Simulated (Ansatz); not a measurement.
Output of an Ansatz run (abridged):

```
WARN the atoms were moved onto the symmetric positions of the space group found under crystal.symmetry.tolerance 1.0e-5 (fractional …
WARN ansatz: RAYON_NUM_THREADS=1 ignored (pool sized by the plan → 1); use --threads N
Pseudopotentials: kind: paw
Pseudopotential: Cs, paw, valence charge 9
Pseudopotential: Cd, paw, valence charge 20
Pseudopotential: Cl, paw, valence charge 7
Crystal: 5 atoms, lattice volume = 147.214 Å³
Basis set: ecut = 420.4159175005146 eV, 2897 PW (Γ)
Bands: 30, of which v1, the nominal top of the filled ones, is band 25 counted from 1 (24 counted from 0)
Symmetry: 48 space group operations
Space group: Pm-3m (ITA 221), of the structure as read, at distance tolerance 5.3e-5 Å
k-points: 10 of 125
PAW frozen core: Cs, regenerated for the run's functional, and the local potential with it
PAW frozen core: Cd, regenerated for the run's functional, and the local potential with it
PAW frozen core: Cl, regenerated for the run's functional, and the local potential with it
Initial density: superposition of atomic densities (neutral atoms: chi_scale 0, normalization atom), corrected by the library's trained network
Initial wavefunctions: pseudopotential atomic-orbital guess
Eigensolver: davidson
Functional: x = slater, c = lda
SCF iter   1: F=—  HF=-16762.344919 eV  |F-HF|=—  |Δ(HF+E_count)|=         —  Δρ=7.24e-3  dr2=7.58e-2  ethr=1.77e-3  ⟨swp⟩=5.0  Hψ=1104  notcnv=0  defer=21
all-band conjugate gradients solve this SCF's bands
preconditioner: auto → Resta (q_TF=auto, 2.279 Å⁻¹)
SCF iter   2: F=—  HF=-16762.322974 eV  |F-HF|=—  |Δ(HF+E_count)|=   2.19e-2  Δρ=3.23e-3  dr2=1.34e-2  ethr=1.52e-4  ⟨swp⟩=2.7  Hψ=617  notcnv=0  defer=28
SCF iter   3: F=—  HF=-16762.319176 eV  |F-HF|=—  |Δ(HF+E_count)|=   3.80e-3  Δρ=8.00e-4  dr2=6.78e-4  ethr=2.69e-5  ⟨swp⟩=2.0  Hψ=425  notcnv=0  defer=29
SCF iter   4: F=—  HF=-16762.319115 eV  |F-HF|=—  |Δ(HF+E_count)|=   6.04e-5  Δρ=2.02e-4  dr2=6.19e-5  ethr=1.36e-6  ⟨swp⟩=2.3  Hψ=415  notcnv=0  defer=29
SCF iter   5: F=—  HF=-16762.319111 eV  |F-HF|=—  |Δ(HF+E_count)|=   3.99e-6  Δρ=5.66e-5  dr2=5.36e-6  ethr=1.24e-7  ⟨swp⟩=2.1  Hψ=489  notcnv=0  defer=15
SCF iter   6: F=—  HF=-16762.319114 eV  |F-HF|=—  |Δ(HF+E_count)|=   2.62e-6  Δρ=8.33e-6  dr2=2.51e-7  ethr=1.07e-8  ⟨swp⟩=2.3  Hψ=409  notcnv=0  defer=16
SCF iter   7: F=-16762.319114 eV  HF=-16762.319114 eV  |F-HF|=1.74e-9  |Δ(HF+E_count)|=   2.26e-8  Δρ=1.85e-6  dr2=8.93e-9  ethr=2.00e-10  ⟨swp⟩=11.3  Hψ=1643  notcnv=0
SCF 1 converged in 7 iterations: F = -16762.319114 eV  dr2 = 8.93e-9
SCF converged after 7 iterations
Free energy (F): -16762.319114 eV
Harris-Foulkes:  -16762.319114 eV  (|F-HF|=1.74e-9)
Internal energy: -16762.319114 eV  (E = F + TS)
E sigma→0 (E₀):  -16762.319114 eV
Fermi energy:    2.982949 eV
--- Per-component energies (eV) ---
  E_band       = -652.638342
  E_kinetic    = 1128.264085
  E_local      = -5723.541652  (includes V_loc(G=0)·N_el)
  E_nonlocal   = 165.874108
  E_hartree    = 2524.354171
  E_xc         = -664.342039
  E_vxc        = -710.119819  (∫ρ·V_xc dr)
  E_paw        = -10727.625093  (= ΣΔE_a)
  E_vpaw       = -561.825859  (= ΣTr[D̂ρ^β])
  E_aug_tail   = 0.000308  (compensation charges beyond the density's cutoff)
  E_ewald      = -3466.911603
  E_core_change = 1.608600  (= ΣΔE_core)
  E_smearing   = -0.000000  (= −TS)
  E_closure    = 0.000000  (closes the sum)
  Σ components = -16762.319114   (vs F -16762.319114, Δ=0.00e0)
--- Forces (eV/Å), atoms counted from 1 ---
  atom   1  Cs     0.00000000    -0.00000000    -0.00000000
   [... zero for the other atoms too ...]
  max |Σ_I F_I| component: 1.01e-28 eV/Å
--- Stress (GPa, compression-positive) ---
       -3.239493       0.000000       0.000000
        0.000000      -3.239493       0.000000
        0.000000       0.000000      -3.239493
  P = ⅓ Tr σ = -3.2395 GPa (-32.395 kbar)
  The stress holds the Pulay correction. Without it, at fixed plane waves, as pw.x and ABINIT print it: P = -3.2460 GPa
--- Band table (eV; the first three rows and the last of 10) ---
  k-point 0: bands = ["-97.2024", "-58.3598", "-58.3598", "-58.3598", "-15.8281", "-10.2094", "-9.7089", "-9.7089", "-3.3514", "-3.3514", "-3.3514", "-3.1083", "-3.1083", "-2.6486", "-2.6486", "-2.6486", "0.4905", "0.4905", "0.4905", "2.3683", [...]
  k-point 1: bands = ["-97.2024", "-58.3598", "-58.3598", "-58.3598", "-15.8256", "-10.1670", "-9.7248", "-9.7072", "-3.3693", "-3.3693", "-3.3559", "-3.3511", "-3.1082", "-2.6192", "-2.6192", "-2.6088", "0.5113", "0.5113", "0.5962", "2.2724", [...]
  k-point 2: bands = ["-97.2024", "-58.3598", "-58.3598", "-58.3598", "-15.8216", "-10.0913", "-9.7555", "-9.7044", "-3.6989", "-3.3963", "-3.3963", "-3.3507", "-3.1080", "-2.5724", "-2.5724", "-2.5695", "0.5403", "0.5403", "0.7908", "1.7898", [...]
  k-point 9: bands = ["-97.2024", "-58.3598", "-58.3598", "-58.3598", "-15.8122", "-9.8102", "-9.7536", "-9.7536", "-3.8188", "-3.8188", "-3.4605", "-3.4605", "-3.4470", "-2.6904", "-2.6904", "-2.6729", "-1.5436", "1.7846", "1.8959", "1.8959", [...]
```

The structure:

```
CELL_PARAMETERS angstrom
      5.28019     0.00000     0.00000
      0.00000     5.28019     0.00000
      0.00000     0.00000     5.28019
ATOMIC_POSITIONS crystal
  Cs 0.00000 0.00000 0.00000
  Cd 0.50000 0.50000 0.50000
  Cl 0.00000 0.50000 0.50000
  Cl 0.50000 0.00000 0.50000
  Cl 0.50000 0.50000 0.00000
```

Task: What input produced this log?

Result: Other spellings and defaults could give the same log, and not every line can be read from it. The input that was run (DFT, LDA (PW92), plane waves, default PAW files made with PBE):

Ansatz 0.2 input:
```yaml
# CsCdCl3
crystal:
  lattice:
    - [5.280193, 0.000000, 0.000000]
    - [0.000000, 5.280193, 0.000000]
    - [0.000000, 0.000000, 5.280193]
  atoms:
    - { symbol: Cs, position_ang: [0.000000, 0.000000, 0.000000] }
    - { symbol: Cd, position_ang: [2.640096, 2.640096, 2.640096] }
    - { symbol: Cl, position_ang: [0.000000, 2.640096, 2.640096] }
    - { symbol: Cl, position_ang: [2.640096, 0.000000, 2.640096] }
    - { symbol: Cl, position_ang: [2.640096, 2.640096, 0.000000] }
basis:
  ecutwfc: 30.9 Ry
kpoints:
  mp_grid:
    grid: [5, 5, 5]
hamiltonian:
  xc: lda
  pseudopotentials:
    kind: paw
scf:
  occupations:
    method: fixed
output:
  forces: true
  eigenvalues: true
  stress: true
```

The starting cell comes from a database of computed structures (which also holds hypothetical and non-ambient phases and stackings), without a prior relaxation at this level. Its lattice was rescaled by up to half a per cent. With a pressure of about -3 GPa the cell is away from its equilibrium volume at this level. Ansatz's pressure includes its estimate of the finite-basis (Pulay) stress.

Ansatz is a quantum-chemistry and plane-wave program.
